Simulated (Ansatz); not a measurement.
CsCl-type CoAl was calculated with LDA (Ansatz, a first-principles code, plane waves, PAW).

Settings: plane-wave cutoff 520 eV, 16×16×16 k mesh, Fermi–Dirac smearing 0.1 eV, perturbation theory, no spin polarisation, scalar-relativistic PAW data made under PBE.

Cell (relaxed at this level):

AlCo is taken in the cubic space group Pm-3m (No. 221), the CsCl type structure, Pearson symbol cP2. Lattice parameters: a = b = c = 2.7938 Å, α = β = γ = 90.00°. Al on 1b is coordinated by 8 Co at 2.419 Å and 6 Al at 2.794 Å. Co on 1a is surrounded by 8 Al at 2.419 Å and 6 Co at 2.794 Å. (Neighbours: up to the widest gap in distance over summed covalent radii, below 1.35, at either atom.)

Task: Predict the TO(Γ) frequency.

Result: 
- TO(Γ) frequency: 346 cm⁻¹

The result took very roughly 2.6 core-minutes.
